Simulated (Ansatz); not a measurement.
A15 V₃Si (cubic form, which distorts at low temperature), treated with PBE (Ansatz, a first-principles code, PAW).

Numerical settings: plane-wave cutoff 500 eV, 8×8×8 k mesh, Fermi–Dirac smearing 0.05 eV, no spin polarisation, scalar-relativistic PAW data made under PBE.

Computed at the level's own relaxed cell.

Q: Predict the equilibrium volume per atom and lattice constant a.

A: 
- equilibrium volume per atom: 12.99 Å³/atom
- lattice constant a: 4.701 Å

Measured, for comparison: equilibrium volume per atom 13.18 Å³/atom, lattice constant a 4.724 Å (temperature not stated, not corrected to a static lattice; as tabulated in Zeng et al. (2023), arXiv:2309.11055). Computed (rounded) less measured: equilibrium volume per atom -1.4 %, lattice constant a -0.5 %. A static lattice is as a rule a little smaller and stiffer than an uncorrected measurement, which narrows the difference in the equilibrium volume per atom, lattice constant a and would widen misses of the other sign.

Note: symmetry holds this phase in the static calculation, where it need not be a minimum.

Static lattice: no zero-point or thermal effects.
